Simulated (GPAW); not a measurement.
**A self-consistent single point of Tl (P6_3/mmc, 4 atoms in the cell) with GPAW**

Level of theory: PBE, GPAW PAW datasets PBE (gpaw-data 1.0.1) (plane waves; GPAW).

The input file:

```python
from ase import Atoms
from ase.units import GPa
from gpaw import GPAW

atoms = Atoms(['Tl', 'Tl', 'Tl', 'Tl'],
              cell=[[3.476711, 0.000000, 0.000000],
                    [-1.738356, 3.010920, 0.000000],
                    [0.000000, 0.000000, 11.163083]],
              positions=[[0.000000, 0.000000, 0.000000],
                         [0.000000, 0.000000, 5.581542],
                         [-0.000002, 2.007281, 2.790771],
                         [1.738357, 1.003639, 8.372312]],
              pbc=True)

calc = GPAW(mode={'name': 'pw', 'ecut': 600},
            xc='PBE',
            kpts={'size': (7, 7, 2), 'gamma': True},
            occupations={'name': 'methfessel-paxton', 'width': 0.05, 'order': 0},
            nbands=-8,
            convergence={'forces': 0.001},
            symmetry={'symmorphic': False, 'tolerance': 0.0005},
            maxiter=120,
            txt='-')

atoms.calc = calc

energy = atoms.get_potential_energy()
print('Energy (eV):', round(energy, 6))
forces = atoms.get_forces()
print('Forces (eV/Ang):')
print(forces.round(5))
stress = atoms.get_stress()
print('Stress (GPa, Voigt):', (stress / GPa).round(4))
```

Output (repeated stretches shortened):

```
Input parameters:
  convergence: {forces: 0.001}
  kpts: {gamma: True,
         size: (7, 7, 2)}
  maxiter: 120
  mode: {ecut: 600,
         name: pw}
  nbands: -8
  occupations: {name: methfessel-paxton,
                order: 0,
                width: 0.05}
  symmetry: {symmorphic: False,
             tolerance: 0.0005}
  xc: PBE

species:
  Tl:
    name: Thallium
    Z: 81.0
    valence: 13
    core: 68
    charge: 0.0
    file: Tl.PBE.gz

    # Using partial waves for Tl as LCAO basis

Reference energy: -2200179.921086  # eV

Spin-paired calculation

Convergence criteria:
 Maximum [total energy] change in last 3 cyles: 0.0005 eV / valence electron
 Maximum integral of absolute [dens]ity change: 0.0001 electrons / valence electron
 Maximum integral of absolute [eigenst]ate change: 4e-08 eV^2 / valence electron
 Maximum change in the atomic [forces] across last 2 cycles: 0.001 eV/Ang OR
Maximum error relative to the maximum force is below inf
 Maximum number of scf [iter]ations: 120

Symmetries present (total): 24
Symmetries with fractional translations: 12
98 k-points: 7 x 7 x 2 Monkhorst-Pack grid + [0.000000,0.000000,1/4]
16 k-points in the irreducible part of the Brillouin zone
       k-points in crystal coordinates                weights
   0:     0.00000000    0.00000000    0.00000000          1/98
   1:     0.00000000    0.00000000    0.50000000          1/98
   2:     0.14285714    0.00000000    0.00000000          6/98
   [... 7 lines left out ...]
          ...
  15:     0.42857143    0.42857143    0.50000000          6/98

Wave functions: Plane wave expansion
  Cutoff energy: 600.000 eV
  Number of coefficients (min, max): 3812, 3915
  Pulay-stress correction: 0.000000 eV/Ang^3 (de/decut=0.000000)

Occupation numbers: Methfessel-Paxton:
  width: 0.0500  # eV
  order: 0

Eigensolver

Densities:
  Coarse grid: 20*20*64 grid
  Fine grid: 40*40*128 grid
  Total Charge: 0.000000

Density mixing:
  Method: separate
  Backend: pulay
  Linear mixing parameter: 0.05
  old densities: 5
  Damping of long wavelength oscillations: 50

Hamiltonian:
  XC and Coulomb potentials evaluated on a 40*40*128 grid
  External potential:
    NoExternalPotential

XC parameters: PBE with 2 nearest neighbor stencil

Number of atoms: 4
Number of atomic orbitals: 36
Number of bands in calculation: 34
Number of valence electrons: 52
Bands to converge: occupied

Density initialized from atomic densities
  34 bands from LCAO basis set

Atomic positions and initial magnetic moments

Positions:
   0 Tl     0.000000    0.000000    0.000000    ( 0.0000,  0.0000,  0.0000)
   1 Tl     0.000000    0.000000    5.581542    ( 0.0000,  0.0000,  0.0000)
   2 Tl    -0.000002    2.007281    2.790771    ( 0.0000,  0.0000,  0.0000)
   3 Tl     1.738357    1.003639    8.372312    ( 0.0000,  0.0000,  0.0000)

Unit cell:
           periodic     x           y           z      points  spacing
  1. axis:    yes    3.476711    0.000000    0.000000    20     0.1505
  2. axis:    yes   -1.738356    3.010920    0.000000    20     0.1505
  3. axis:    yes    0.000000    0.000000   11.163083    64     0.1744

  Lengths:   3.476711   3.476711  11.163083
  Angles:   90.000000  90.000000 120.000008

Effective grid spacing dv^(1/3) = 0.1659

     iter     time        total  log10-change:
                         energy   eigst   dens  force
iter:   1 --:--:--   -10.029137
iter:   2 --:--:--   -10.016785   -2.13  -1.65
iter:   3 --:--:--    -9.899767   -1.78  -1.68
iter:   4 --:--:--    -9.924140   -2.60  -2.18
iter:   5 --:--:--    -9.943437   -2.17  -2.29
iter:   6 --:--:--    -9.899564   -2.55  -2.25
iter:   7 --:--:--    -9.903008   -3.69  -3.00
iter:   8 --:--:--    -9.898152c  -3.63  -2.73
iter:   9 --:--:--    -9.898626c  -4.42  -3.47
iter:  10 --:--:--    -9.898260c  -4.94  -3.21
iter:  11 --:--:--    -9.898198c  -5.32  -3.64
iter:  12 --:--:--    -9.898201c  -7.19  -4.35c
iter:  13 --:--:--    -9.898202c  -7.09  -4.40c
iter:  14 --:--:--    -9.898204c  -7.92c -4.47c
iter:  15 --:--:--    -9.898204c  -8.01c -4.49c -16.93c

Converged after 15 iterations.

Dipole moment: (0.000000, -0.000000, 0.000004) |e|*Ang

Energy contributions relative to reference atoms: (reference = -2200179.921086)

Kinetic:        +18.892007
Potential:      -17.137558
External:        +0.000000
XC:             -11.961286
Entropy (-ST):   -0.008140
Local:           +0.312702
SIC:             +0.000000
--------------------------
Free energy:     -9.902274
Extrapolated:    -9.898204

Showing only first 2 kpts
 Kpt  Band  Eigenvalues  Occupancy
  0    24      4.22784    2.00000
  0    25     10.23299    0.00000
  0    26     10.23732    0.00000
  0    27     14.85350    0.00000

  1    24      6.52354    2.00000
  1    25      6.52355    2.00000
  1    26     14.42791    0.00000
  1    27     14.42792    0.00000

Fermi level: 6.88550

No gap
No difference between direct/indirect transitions
Energy (eV): -9.898204

Forces in eV/Ang:
  0 Tl    0.00000   -0.00000    0.00000
  1 Tl    0.00000    0.00000    0.00000
  2 Tl   -0.00000    0.00000    0.00000
  3 Tl   -0.00000   -0.00000    0.00000

Stress tensor:
    -0.013413    -0.000000     0.000000
    -0.000000    -0.013413     0.000000
     0.000000     0.000000    -0.008241
Stress (GPa, Voigt): [-2.1491 -2.1491 -1.3204  0.      0.     -0.    ]
```

The run converged in 15 iterations. GPAW prints stress with tension positive.

The starting cell comes from a database of computed structures (which also holds hypothetical and non-ambient phases and stackings), without a prior relaxation at this level. Its lattice was rescaled by a random factor within 2.5 % of one. Spin-orbit coupling is off.

Cost on one core of a shared machine: roughly 30 s.
